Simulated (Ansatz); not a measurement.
## rock-salt TaN (1 1 0) on monoclinic HfO2 (0 1 0), half a monolayer of O at both interfaces (film strained to the substrate, started from cuts of the bulks and a machine-learned relaxation)

A periodic stack without vacuum, rock-salt TaN (1 1 0) on monoclinic HfO2 (0 1 0), half a monolayer of O at both interfaces (film strained to the substrate, started from cuts of the bulks and a machine-learned relaxation): substrate slab Hf24O44, film N24Ta24O2, surface cells [[0, -1], [2, -1]] and [[1, 1], [0, 4]], film strained by -1.1 and -0.2 %, outermost planes O/O and NTa/NTa as cut, which need not be the usual terminations and can put a slab off its formula.

The start was prepared with a machine-learned potential, and the result is one local minimum, with the in-plane cell held and forces under 0.04 eV/Å; the film can end far from its bulk form.

Method: PBE (plane waves to 420 eV, PAW; Ansatz, a first-principles code). Spin–orbit coupling is left out; the runs are not spin-polarised; PBE gaps are too small against experiment. Its k-point mesh 6×3×1, Fermi–Dirac width 0.05 eV.

- interface area = 54.5 Å²
- period = 26.07 Å
- gaps between the outermost planes at the two interfaces = 0.29 and 0.75 Å
- Hf–Ta contacts across the interfaces within 1.22 times the sum of covalent radii = 22, mean 3.51 Å
- Hf–N contacts across the interfaces within 1.22 times the sum of covalent radii = 4, mean 2.33 Å
- O–Ta contacts across the interfaces within 1.22 times the sum of covalent radii = 3, mean 2.14 Å
- Hf–O contacts across the interfaces within 1.22 times the sum of covalent radii = 2, mean 1.95 Å

```yaml
crystal:
  lattice:
    - [5.35127, 0.00175, -0.11509]
    - [7.08549, 10.17586, 0.12374]
    - [1.70591, 1.19026, 26.08519]
  atoms:
    - { symbol: Hf, position: [0.25822, 0.40858, 0.04459] }
    - { symbol: Hf, position: [0.78840, 0.91246, 0.04708] }
    - { symbol: Hf, position: [0.14314, 0.17478, 0.04325] }
    - { symbol: Hf, position: [0.58282, 0.68885, 0.02994] }
    - { symbol: Hf, position: [0.59626, 0.16610, 0.14835] }
    - { symbol: Hf, position: [0.08368, 0.66776, 0.14594] }
    - { symbol: Hf, position: [0.76022, 0.39847, 0.13101] }
    - { symbol: Hf, position: [0.28405, 0.89007, 0.13070] }
    - { symbol: O, position: [0.29648, 0.50227, 0.10610] }
    - { symbol: O, position: [0.81522, 0.99082, 0.11389] }
    - { symbol: O, position: [0.07544, 0.06661, 0.16652] }
    - { symbol: O, position: [0.55355, 0.56197, 0.17089] }
    - { symbol: O, position: [0.57956, 0.09684, 0.02512] }
    - { symbol: O, position: [0.04653, 0.59171, 0.00738] }
    - { symbol: O, position: [0.78898, 0.50956, 0.06783] }
    - { symbol: O, position: [0.31471, 0.98269, 0.06252] }
    - { symbol: O, position: [0.71382, 0.27245, 0.08323] }
    - { symbol: O, position: [0.22898, 0.76505, 0.08553] }
    - { symbol: O, position: [0.21506, 0.27482, 0.09588] }
    - { symbol: O, position: [0.73492, 0.75795, 0.08802] }
    - { symbol: Hf, position: [0.28015, 0.37329, 0.24745] }
    - { symbol: Hf, position: [0.78800, 0.87302, 0.24745] }
    - { symbol: Hf, position: [0.09437, 0.15363, 0.23059] }
    - { symbol: Hf, position: [0.59320, 0.65202, 0.23062] }
    - { symbol: Hf, position: [0.59601, 0.13195, 0.34823] }
    - { symbol: Hf, position: [0.09538, 0.62913, 0.34699] }
    - { symbol: Hf, position: [0.78655, 0.35643, 0.33128] }
    - { symbol: Hf, position: [0.28497, 0.85894, 0.32987] }
    - { symbol: O, position: [0.31870, 0.46510, 0.30577] }
    - { symbol: O, position: [0.81797, 0.96450, 0.30649] }
    - { symbol: O, position: [0.06822, 0.02809, 0.36910] }
    - { symbol: O, position: [0.56109, 0.52018, 0.37381] }
    - { symbol: O, position: [0.56761, 0.05799, 0.20855] }
    - { symbol: O, position: [0.05680, 0.55403, 0.20567] }
    - { symbol: O, position: [0.81576, 0.47277, 0.27290] }
    - { symbol: O, position: [0.31741, 0.97019, 0.26966] }
    - { symbol: O, position: [0.63876, 0.29718, 0.18980] }
    - { symbol: O, position: [0.14501, 0.79581, 0.19088] }
    - { symbol: O, position: [0.73546, 0.22924, 0.28637] }
    - { symbol: O, position: [0.23836, 0.72741, 0.28730] }
    - { symbol: O, position: [0.23543, 0.22732, 0.29148] }
    - { symbol: O, position: [0.73740, 0.72809, 0.28965] }
    - { symbol: O, position: [0.13188, 0.30015, 0.18920] }
    - { symbol: O, position: [0.64167, 0.79789, 0.18622] }
    - { symbol: Hf, position: [0.28381, 0.34376, 0.45017] }
    - { symbol: Hf, position: [0.79654, 0.82621, 0.44569] }
    - { symbol: Hf, position: [0.10826, 0.11449, 0.42958] }
    - { symbol: Hf, position: [0.58892, 0.61571, 0.43117] }
    - { symbol: Hf, position: [0.65592, 0.08187, 0.53620] }
    - { symbol: Hf, position: [0.05313, 0.60137, 0.55972] }
    - { symbol: Hf, position: [0.78077, 0.32778, 0.53211] }
    - { symbol: Hf, position: [0.29160, 0.81927, 0.52552] }
    - { symbol: O, position: [0.31700, 0.43180, 0.51084] }
    - { symbol: O, position: [0.82662, 0.91048, 0.50486] }
    - { symbol: O, position: [0.09052, 0.99082, 0.55296] }
    - { symbol: O, position: [0.52988, 0.49362, 0.57833] }
    - { symbol: O, position: [0.57463, 0.01798, 0.40732] }
    - { symbol: O, position: [0.06035, 0.51872, 0.40683] }
    - { symbol: O, position: [0.81964, 0.44117, 0.47616] }
    - { symbol: O, position: [0.32613, 0.92519, 0.46301] }
    - { symbol: O, position: [0.64405, 0.26091, 0.39054] }
    - { symbol: O, position: [0.14348, 0.76027, 0.38889] }
    - { symbol: O, position: [0.74080, 0.20483, 0.48557] }
    - { symbol: O, position: [0.24369, 0.68416, 0.48639] }
    - { symbol: O, position: [0.23655, 0.19842, 0.49311] }
    - { symbol: O, position: [0.74144, 0.68957, 0.49467] }
    - { symbol: O, position: [0.14499, 0.26254, 0.38830] }
    - { symbol: O, position: [0.64562, 0.75695, 0.38613] }
    - { symbol: N, position: [0.02444, 0.49342, 0.62602] }
    - { symbol: N, position: [0.02652, 0.73789, 0.61850] }
    - { symbol: N, position: [0.99567, 0.99491, 0.64702] }
    - { symbol: N, position: [0.00209, 0.24983, 0.62663] }
    - { symbol: N, position: [0.49785, 0.23839, 0.70119] }
    - { symbol: N, position: [0.49563, 0.49202, 0.69616] }
    - { symbol: N, position: [0.49902, 0.73213, 0.69634] }
    - { symbol: N, position: [0.50312, 0.98131, 0.69667] }
    - { symbol: N, position: [0.03238, 0.21931, 0.75145] }
    - { symbol: N, position: [0.03282, 0.47057, 0.75067] }
    - { symbol: N, position: [0.03511, 0.71736, 0.75181] }
    - { symbol: N, position: [0.02775, 0.96690, 0.75161] }
    - { symbol: N, position: [0.46780, 0.96742, 0.82027] }
    - { symbol: N, position: [0.47007, 0.21976, 0.81655] }
    - { symbol: N, position: [0.47322, 0.47852, 0.81887] }
    - { symbol: N, position: [0.46872, 0.72520, 0.81822] }
    - { symbol: N, position: [0.01735, 0.94391, 0.87192] }
    - { symbol: N, position: [0.01546, 0.20434, 0.87464] }
    - { symbol: N, position: [0.00500, 0.45790, 0.87118] }
    - { symbol: N, position: [0.00782, 0.70295, 0.87196] }
    - { symbol: N, position: [0.51274, 0.68715, 0.94851] }
    - { symbol: N, position: [0.50220, 0.94331, 0.93288] }
    - { symbol: N, position: [0.48683, 0.20340, 0.93204] }
    - { symbol: N, position: [0.51361, 0.44167, 0.93226] }
    - { symbol: Ta, position: [0.99715, 0.37020, 0.68681] }
    - { symbol: Ta, position: [0.00158, 0.61386, 0.68636] }
    - { symbol: Ta, position: [0.00845, 0.84676, 0.68567] }
    - { symbol: Ta, position: [0.99618, 0.11940, 0.68981] }
    - { symbol: Ta, position: [0.53509, 0.36073, 0.63989] }
    - { symbol: Ta, position: [0.51501, 0.62084, 0.63279] }
    - { symbol: Ta, position: [0.53919, 0.85979, 0.63569] }
    - { symbol: Ta, position: [0.46689, 0.13289, 0.64255] }
    - { symbol: Ta, position: [0.97768, 0.09598, 0.81234] }
    - { symbol: Ta, position: [0.98117, 0.34150, 0.80986] }
    - { symbol: Ta, position: [0.97201, 0.59802, 0.80950] }
    - { symbol: Ta, position: [0.97003, 0.84976, 0.81152] }
    - { symbol: Ta, position: [0.52673, 0.08907, 0.75920] }
    - { symbol: Ta, position: [0.53099, 0.34371, 0.75937] }
    - { symbol: Ta, position: [0.53132, 0.59312, 0.76054] }
    - { symbol: Ta, position: [0.52607, 0.84347, 0.75822] }
    - { symbol: Ta, position: [0.03795, 0.81292, 0.93500] }
    - { symbol: Ta, position: [0.95916, 0.07675, 0.92813] }
    - { symbol: Ta, position: [0.02198, 0.32625, 0.93448] }
    - { symbol: Ta, position: [0.00021, 0.56969, 0.93297] }
    - { symbol: Ta, position: [0.51713, 0.81845, 0.88356] }
    - { symbol: Ta, position: [0.51624, 0.07242, 0.88161] }
    - { symbol: Ta, position: [0.51193, 0.33227, 0.87544] }
    - { symbol: Ta, position: [0.50273, 0.58534, 0.88189] }
    - { symbol: O, position: [0.51478, 0.00480, 0.58949] }
    - { symbol: O, position: [0.96109, 0.19224, 0.97851] }
```
